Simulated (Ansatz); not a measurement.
# CdSe under a change: pressure 0.9 GPa

Base system: CdSe in the zinc blende structure (space group F-43m, No. 216; a = 6.082 Å).

Modification: cell and atoms relaxed at a pressure of 0.9 GPa.

All numbers come from Ansatz (a quantum-chemistry and plane-wave program), PBEsol, PAW, cutoff 420 eV, without spin-orbit coupling. Settings: 9×9×9 k-points, 0.05 eV Fermi–Dirac smearing.

The volume per atom shrinks by 0.46 Å³, from 28.12 Å³ to 27.66 Å³ and the lattice parameter a shrinks by 0.0332 Å (6.082 Å → 6.048 Å). The enthalpy H = E + PV relative to the base's energy is +0.16 eV/atom and the band gap grows by 0.03 eV, from 0.48 eV to 0.51 eV. The gap character remains direct at Γ and the mean gap deformation potential ΔEg/Δln V is -1.9 eV. The width of the top valence band increases by 0.07 eV (2.25 eV → 2.32 eV) and the electron mass becomes 0.051 mₑ (at Γ) (base: 0.049 mₑ (at Γ)). The hole mass (degenerate bands, along [100]) becomes 0.052, 0.64, 0.64 mₑ (at Γ) (base: 0.050, 0.66, 0.66 mₑ (at Γ)).

Final structure:

```xyz
2
Lattice="0.0000 3.0242 3.0242 3.0242 0.0000 3.0242 3.0242 3.0242 0.0000" Properties=species:S:1:pos:R:3 pbc="T T T"
Cd     0.0000     0.0000     0.0000
Se     1.5121     1.5121     1.5121
```

Load acts through the strain it causes; cell and atoms are relaxed under it. Effective masses come from finite differences of ±0.01 Å⁻¹. No phonon test of stability was made.
